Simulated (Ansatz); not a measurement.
Worked calculations on one periodic cell of amorphous Si27N40B4: Si27N40B4, 71 atoms, volume 782.7 Å³, made by a melt-quench on the CHGNet potential and relaxed with DFT. N atoms were pushed apart under 1.9 Å during the dynamics, to hinder bonds among them. It is a model cell: composition and starting density were chosen by hand, and all elements were melted together. Cycles of charging were run to anneal it. Computed with PBE, scalar-relativistic without spin-orbit coupling (plane waves to 420 eV, PAW; Ansatz, a first-principles code). Sampling: a 2×2×2 Γ-centred mesh; Fermi-Dirac width 0.02 eV; no spin polarisation. Its volume was held where the quench left it, its shape was held as a cube, and it stands at a mean pressure of 3.0 GPa with stress components up to 4.3 GPa; the relaxation ran on the zone centre alone. Its density went from a set 2.89 to 2.89 g/cm³. The cell is small and was quenched far faster than a real film, so it is one sample of the glass.

**Question.** Count formal charges (Si +4, N -3, B +3). What does the count lead one to expect at the Fermi level, and what does the calculation give?

**Answer.** 27 × (+4) + 40 × (-3) + 4 × (+3) = 0. The charges balance, so the anion-derived valence states can be full and a gap can open. On this mesh the highest filled and lowest empty level lie 2.28 eV apart, the PBE gap of this cell, with a localised state at one edge or both.

Four energies for a hole at PBE on the zone centre alone (charged cells in a uniform background, spin-polarised): neutral at the neutral geometry -33196.733 eV; charged at the neutral geometry -33203.933 eV; charged and relaxed -33204.102 eV; neutral at the charged geometry -33196.458 eV.

**Question.** Find the two relaxation energies and their sum, the reorganisation energy.

**Answer.** On charging: -33203.933 − (-33204.102) = 0.169 eV. On discharging: -33196.458 − (-33196.733) = 0.275 eV. The sum is 0.444 eV. The carrier's level spreads over 8 of the 71 atoms' worth, so it counts as partly localised, most on one N atom with neighbours Si 1.66 Å, Si 1.71 Å, Si 1.73 Å (neutral geometry). The values are uncorrected: the image energy of a point charge in this cell, 2.84 × 14.40 / (2 × 9.2) = 2.2 eV before screening, is screened by electrons alone at the fixed geometry and by ions too after relaxing, and the carrier can be spread before it relaxes, so each term can be off by up to that value times 1/ε∞, some tenths of an eV. PBE's self-interaction favours spread-out carriers, so a hybrid can localise more.
